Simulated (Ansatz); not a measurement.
System: TaTe (model structure, Pmma, No. 51, 4 atoms in the cell). Method: PBE in Ansatz (PAW).

Run with plane-wave cutoff 520 eV, 12×16×12 k mesh (along the axes of the cell as run), Fermi–Dirac smearing 0.05 eV, scalar-relativistic PAW data made under PBE.

Cell (relaxed at this level):

TaTe is taken in the orthorhombic space group Pmma (No. 51), Pearson symbol oP4. Conventional cell: a = 4.8099 Å, b = 3.4191 Å, c = 4.9101 Å, α = 90.00°, β = 90.00°, γ = 90.00°. Ta on 2e sees 8 Te at 2.903–3.082 Å and 2 Ta at 3.234 Å and 2 Ta at 3.419 Å. Te on 2f is coordinated by 8 Ta at 2.903–3.082 Å and 6 Te at 3.384–3.490 Å. (Neighbours: up to the widest gap in distance over summed covalent radii, below 1.35, at either atom; cation-cation and far metal-metal contacts left out.)

### Question
Estimate the bulk modulus that the calculation returns.

### Answer

- bulk modulus = 83.5 GPa

The run finds no gap.

Note: the bulk modulus is −V dP/dV from two relaxed cells at ±2 % in volume; the relaxation could raise the start's symmetry but not lower it, so the cell can be a saddle point.

Spin–orbit coupling is not included; it can open a gap where bands touch, and shift volumes and moduli.

Computed values are for the static lattice.

Computing time: roughly 13 core-minutes.

A model structure was made by putting elements into a prototype or built by hand; it is no filed structure, need not be a known phase, and can be a saddle point held by its symmetry.

Ansatz is a first-principles code.
